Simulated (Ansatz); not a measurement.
System: CsCl-type BaO (model structure). Method: PBEsol (Ansatz, a program for electronic structure, PAW).

Run with plane-wave cutoff 500 eV, 12×12×12 k mesh, Fermi–Dirac smearing 0.05 eV, scalar-relativistic PAW data made under PBE.

Cell (relaxed at this level):

```yaml
crystal:
  lattice:
    - [3.27564, 0.00000, 0.00000]
    - [0.00000, 3.27564, 0.00000]
    - [0.00000, 0.00000, 3.27564]
  atoms:
    - { symbol: Ba, position: [0.00000, 0.00000, 0.00000] }
    - { symbol: O, position: [0.50000, 0.50000, 0.50000] }
```

**Question.** Give the computed band gap.

**Answer.** 
band gap: 1.75 eV (on the SCF k mesh)

Note: the relaxation could raise the start's symmetry but not lower it, so the cell can be a saddle point.

Spin–orbit coupling is not included.

A model structure was made by putting elements into a prototype or built by hand; it is no filed structure, need not be a known phase, and can be a saddle point held by its symmetry.
